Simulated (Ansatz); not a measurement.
L1₂ (Cu3Au-type) Ni3Si, treated with r²SCAN (PAW; Ansatz, a first-principles code).

Run with plane-wave cutoff 560 eV, 16×16×16 k mesh, Fermi–Dirac smearing 0.05 eV, no spin polarisation, scalar-relativistic PAW data made under PBE.

Energies at three volumes about the minimum:

| V (Å³/atom) | E − E_lowest (meV/atom) |
|---|---|
| 10.189 | 3.23 |
| 10.397 | 0.00 |
| 10.605 | 3.00 |

Question: Fit a parabola by hand: where is the minimum, what lattice constant follows, and what is the bulk modulus?

Answer: Slopes: (0.00 − 3.23)/(10.397 − 10.189) = -15.529 and (3.00 − 0.00)/(10.605 − 10.397) = 14.423 meV/Å³. Curvature E″ = 2 × (14.423 − (-15.529))/(10.605 − 10.189) = 144.000 meV/Å⁶. From the middle of the first interval, the slope vanishes at V0 = 10.2930 − (-15.529)/144.000 = 10.401 Å³/atom. B = V0 E″ = 10.401 × 144.000 meV/Å³ × 0.1602 GPa per meV/Å³ = 240 GPa. With 4 atoms in the cube, a = (4 × 10.401)^(1/3) = 3.465 Å. The full Birch–Murnaghan fit to all volumes gives V0 = 10.397 Å³/atom and B0 = 240 GPa.

Measured, for comparison: lattice constant a 3.510 Å (temperature not stated, no zero-point or thermal correction; as tabulated in Metallic Nickel Silicides: Experiments and Theory for NiSi and First Principles …).
